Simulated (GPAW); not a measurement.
**Pressure against volume in fcc Pt (space group 225) (GPAW, PBEsol)**

```
Pt
1.0
    0.00000     1.90309     1.90309
    1.90309     0.00000     1.90309
    1.90309     1.90309     0.00000
Pt
1
Direct
  0.00000   0.00000   0.00000
```

Method of the run: PBEsol, GPAW PAW datasets PBEsol (made by gpaw-setup) (plane waves; GPAW 25.7.0). Settings: mode = pw; ecut = 585 eV; xc = PBEsol; kpts = 26 26 26; mesh shift (steps) = 0 0 0; occupations.name = fermi-dirac; occupations.width = 0.05 eV; nbands = -9; symmetry.symmorphic = false; symmetry.tolerance = 0.0005; maxiter = 120. The cell above is the first row's. The rows scale it uniformly. In all rows the k mesh is held.

| V (Å^3/atom) | P (GPa) |
|---|---|
| 13.785 | 30.60 |
| 14.085 | 21.68 |
| 14.384 | 13.88 |
| 14.684 | 6.87 |
| 14.984 | 0.71 |
| 15.283 | -4.65 |
| 15.583 | -9.41 |
| 15.883 | -13.68 |
| 16.182 | ? |

The 8 complete rows are fitted with a cubic, P against V. With u = V - 14.8, the rows have u = -1.0150, -0.7150, -0.4160, -0.1160, 0.1840, 0.4830, 0.7830, 1.0830. Least squares gives P = 4.411 - 20.7472·u + 4.3796·u² - 0.5893·u³. Residuals (row less fit): 0.002, -0.020, 0.038, -0.008, -0.028, 0.005, 0.022, -0.010; standard error 0.029 (degrees of freedom: 4). The fitted pressure is zero at V0 = 15.02, where dP/dV = -18.88, so B0 = -V0·dP/dV = 284 GPa.

Question: What does the fit predict for P at V = 16.182, and how far is the calculated value from it?

Answer: u = 1.3820, so P = 4.411 - 20.7472 × 1.3820 + 4.3796 × 1.3820² - 0.5893 × 1.3820³ = -17.452 GPa. The calculation gives -17.38 GPa, 0.072 GPa above the prediction (0.2 % of the range of P in the table). The row lies outside the fitted rows, so this is an extrapolation. From the scatter of the fitted rows alone, a prediction at this place has a standard error of 0.076 GPa, so the miss is 0.9 times that.

Carrying the step between the two nearest rows on in a straight line would have given -17.94, off by 0.56; series whose last step already gives the withheld value aren't shown. The scan was laid around a cell of about the measured size, scaled by a guess for this functional. Spin polarisation is off. Spin-orbit coupling is off. Cutoffs and mesh are single choices, not tested for convergence of this quantity. Series with a scatter that would blur these digits, or in which a gap closes, are not shown.
